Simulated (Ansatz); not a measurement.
**fcc Yb**

These are PBEsol-D3(BJ) (plane waves, PAW; Ansatz, a first-principles code) values and carry that method's errors.

Run with plane-wave cutoff 520 eV, 18×18×18 k mesh, Fermi–Dirac smearing 0.05 eV, no spin polarisation, scalar-relativistic PAW data made under PBE.

Cell (relaxed at this level):

```
CELL_PARAMETERS angstrom
      0.00000     2.45208     2.45208
      2.45208     0.00000     2.45208
      2.45208     2.45208     0.00000
ATOMIC_POSITIONS crystal
  Yb 0.00000 0.00000 0.00000
```

For fcc Yb, the bulk modulus B0 is 23.9 GPa and the band gap is none. The pressure derivative B′ of the bulk modulus is 3.5.

Measured, for comparison: bulk modulus 16.3 GPa (temperature not stated, no zero-point or thermal correction; as tabulated in doi:10.1007/BF02743909 (ytterbium under pressure), abstract). Computed (rounded) less measured: bulk modulus +47 %.

Spin–orbit coupling is not included.

Static lattice: no zero-point or thermal effects.

The result took around 90 core-seconds (rough).
